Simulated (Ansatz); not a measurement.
What pressure 2.1 GPa does to BaTiO3

Consider BaTiO3 in the cubic perovskite structure (space group Pm-3m, No. 221; a = 4.0195 Å).

Now apply this change: a hydrostatic pressure of 2.1 GPa.

Computed with Ansatz (a program for electronic structure), PBE, PAW, cutoff 420 eV, without spin-orbit coupling, earlier PAW set. Γ-centred 8×8×8 mesh, Fermi–Dirac width 0.05 eV.

```json
[
 {"quantity": "volume per atom", "base": "12.99 Å³", "changed": "12.83 Å³", "shift": "-0.16 Å³"},
 {"quantity": "density", "base": "5.96 g/cm³", "changed": "6.04 g/cm³", "shift": "+0.08 g/cm³"},
 {"quantity": "shortest interatomic distance", "base": "2.010 Å", "changed": "2.001 Å", "shift": "-0.0084 Å"},
 {"quantity": "enthalpy H = E + PV relative to the base's energy", "base": "–", "changed": "+0.17 eV/atom", "shift": "–"},
 {"quantity": "band gap", "base": "1.79 eV", "changed": "1.81 eV", "shift": "+0.026 eV"},
 {"quantity": "gap character", "base": "indirect, R → Γ", "changed": "indirect, R → Γ", "shift": "–"},
 {"quantity": "smallest direct gap", "base": "1.90 eV", "changed": "1.92 eV", "shift": "+0.014 eV"},
 {"quantity": "hole mass (degenerate bands, along [100])", "base": "–", "changed": "0.40, 0.40, 1.1 mₑ (at R)", "shift": "–"}
]
```

Final structure:

```yaml
crystal:
  lattice:
    - [4.00272, 0.00000, 0.00000]
    - [0.00000, 4.00272, 0.00000]
    - [0.00000, 0.00000, 4.00272]
  atoms:
    - { symbol: Ba, position: [0.00000, 0.00000, 0.00000] }
    - { symbol: Ti, position: [0.50000, 0.50000, 0.50000] }
    - { symbol: O, position: [0.00000, 0.50000, 0.50000] }
    - { symbol: O, position: [0.50000, 0.50000, 0.00000] }
    - { symbol: O, position: [0.50000, 0.00000, 0.50000] }
```

Cost of the whole job for the changed cell (relaxation, final SCF and bands): about 40 core-seconds (a rough figure).

Load acts through the strain it causes; cell and atoms are relaxed under it. Masses are band curvatures over ±0.01 Å⁻¹ around the edge. No phonon test of stability was made. All final runs are without spin polarisation. Many cubic perovskites are stable only at high temperature; tilts and polar distortions were not tested. This is not the structure that BaTiO3 has at room temperature and ambient pressure.
